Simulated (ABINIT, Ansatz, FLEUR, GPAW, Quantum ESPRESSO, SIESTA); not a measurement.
# BaMg6Ni (Amm2, 8 atoms in the cell) computed with different codes at matched settings

Self-consistent single point.

```xyz
8
Lattice="4.5070 0.0000 0.0000 0.0000 3.1311 7.4083 0.0000 -3.1311 7.4083" Properties=species:S:1:pos:R:3 pbc="T T T"
Ba     2.2535     0.0000    10.6762
Mg     0.0000     1.5443     8.1048
Mg     0.0000    -1.5443     8.1048
Mg     0.0000     0.0000     4.5856
Mg     2.2535     1.6209     6.2821
Mg     2.2535    -1.6209     6.2821
Mg     2.2535     0.0000     1.9190
Ni     0.0000     0.0000    13.3116
```

All programs got the same cell, k-point mesh and kind of occupations (in Ansatz's words: kpoints.mp_grid.grid = 4 3 3; scf.occupations.method = gaussian; scf.occupations.width = 0.2 eV); potentials, basis and cutoffs are each program's usual ones.

```csv
code,model,pressure (GPa),largest force (eV/Å),k-points,cutoff
SIESTA,"GGA PBEsol, numerical atomic orbitals DZP, PseudoDojo PBEsol standard norm-conserving potentials (rewritten from UPF to PSML)",0.86,–,20,grid 300 Ry
Ansatz,"PBEsol, PAW files made with PBE",-1.16,0.127,12,420 eV
FLEUR,"PBEsol, all-electron FLAPW (FLEUR), scalar-relativistic valence",–,0.119,12,Kmax 4.3 1/bohr
ABINIT,"PBEsol, norm-conserving pseudopotentials (PseudoDojo nc-sr-04 PBEsol standard)",-1.13,0.124,12,98 Ry
Quantum ESPRESSO,"PBEsol, GBRV 1.5 ultrasoft (PBESOL) pseudopotentials",-1.17,0.118,12,50 Ry
GPAW,"PBEsol, GPAW PAW datasets PBEsol (made by gpaw-setup)",-1.12,0.113,12,850 eV
```

Size of the force on each atom (eV/Å): Sizes of forces hide their directions.

```tsv
code	Ba1	Mg2	Mg3	Mg4	Mg5	Mg6	Mg7	Ni8
Ansatz	0.127	0.041	0.041	0.022	0.111	0.111	0.079	0.064
FLEUR	0.119	0.031	0.031	0.022	0.110	0.110	0.078	0.049
ABINIT	0.124	0.035	0.035	0.019	0.113	0.113	0.083	0.059
Quantum ESPRESSO	0.118	0.041	0.041	0.022	0.109	0.109	0.077	0.068
GPAW	0.113	0.050	0.050	0.025	0.108	0.108	0.075	0.086
```

A dash marks a value that a program does not give, or that is left out as unsure.

The spread over the programs that give each value: pressure within 2.03 GPa; largest force within 0.014 eV/Å.

The starting cell comes from a database of computed structures (which also holds hypothetical and non-ambient phases and stackings), without a prior relaxation at this level. On Ansatz's run: Spin polarisation is off. Without a gap this mesh is coarse (it stands for a supercell whose shortest vector is 18 Å).

### Question
Why do the programs differ, and what cannot be compared?

### Answer
Differences of this kind can come from the potentials, where these differ, and from what each basis and cutoff leave unconverged. The valence holds different numbers of electrons (SIESTA 88, Ansatz (a program for electronic structure) 88, FLEUR 86, ABINIT 88, Quantum ESPRESSO 88, GPAW 86). The zero of total energies and Fermi levels follows the potentials and each program's conventions, so they are not compared here. SIESTA uses small atom-centred bases, whose incompleteness enters pressures, forces and empty levels differently from a plane-wave cutoff. FLEUR treats all electrons, but the usual bases taken here (sphere radii, linearisation, local orbitals, empty states) were not tested for convergence, so the values are no reference for the others. Ansatz's pressure is given at a fixed set of plane waves, as the other plane-wave codes print theirs. The programs reduce the same mesh by symmetry to different extents, which changes the work and not the result. In the pressure, SIESTA (by 2.01) lies more than 1 GPa from the median of the plane-wave programs.

The shared mesh is coarse (it stands for a supercell whose shortest vector is 18 Å), so the values are not converged in it.

Left out of this page: Elk (not drawn, or without a comparable value).

Keys are those of Ansatz 0.2.
